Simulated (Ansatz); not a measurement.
# A computed series for GaN: response to strain

Base system: GaN in the wurtzite structure (space group P6_3mc, No. 186; a = 3.1831 Å, c = 5.1836 Å). Axes: x lies along a and z along c of the hexagonal cell.

Strains are applied to the cell and any free atomic positions relax.

All numbers come from Ansatz (a program for electronic structure), r2SCAN, PAW, cutoff 500 eV, scalar-relativistic without spin-orbit coupling.

Candidates:
(a) tensor shear ε_xy = +0.58 %
(b) isotropic strain −1.95 %
(c) uniaxial strain ε_xx = +1.26 %

Notes on the quantities. energy relative to the base: free energy F.

Order them by energy relative to the base, highest first.

(b) isotropic strain −1.95 % (+26 meV/atom), (c) uniaxial strain ε_xx = +1.26 % (+2.0 meV/atom), (a) tensor shear ε_xy = +0.58 % (+0.6 meV/atom)

No phonon test of stability was made.
